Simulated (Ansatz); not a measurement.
## Pressure series in ZnSe

Start from ZnSe in the zinc blende structure (space group F-43m, No. 216; a = 5.5675 Å).

Cell and atoms are relaxed at each pressure.

Calculations: Ansatz (a quantum-chemistry and plane-wave program), LDA, PAW, cutoff 420 eV, no spin-orbit coupling.

Two rows of this table had their results exchanged by mistake.

```
pressure           volume per atom (Å³)  shortest distance (Å)  band gap
-----------------  --------------------  ---------------------  --------
pressure −2 GPa                   22.22                  2.435   1.13 eV
pressure −1 GPa                   21.88                  2.422   1.19 eV
pressure 0.9 GPa                  21.31                  2.401   1.30 eV
pressure 2.1 GPa                  20.98                  2.389   1.37 eV
pressure 4.5 GPa                  20.41                  2.367   1.49 eV
pressure 9 GPa                    16.94                  2.224   2.02 eV
pressure 15 GPa                   18.58                  2.294   1.90 eV
pressure 22.5 GPa                 17.67                  2.256   2.14 eV
pressure 30 GPa                   19.52                  2.332   1.68 eV
```

Task: Which two?

Result: The rows for pressure 9 GPa and pressure 30 GPa: the volume has to fall steadily with pressure, so 19.52 Å³ belongs to pressure 9 GPa and 16.94 Å³ to pressure 30 GPa.

Load acts through the strain it causes; cell and atoms are relaxed under it. Whether these cells are dynamically stable was not tested. Measured, ZnSe leaves this structure (for rock salt) near 13 GPa (temperature not stated; as listed in M. Köfferlein et al., Hyperfine Interactions (1994)).
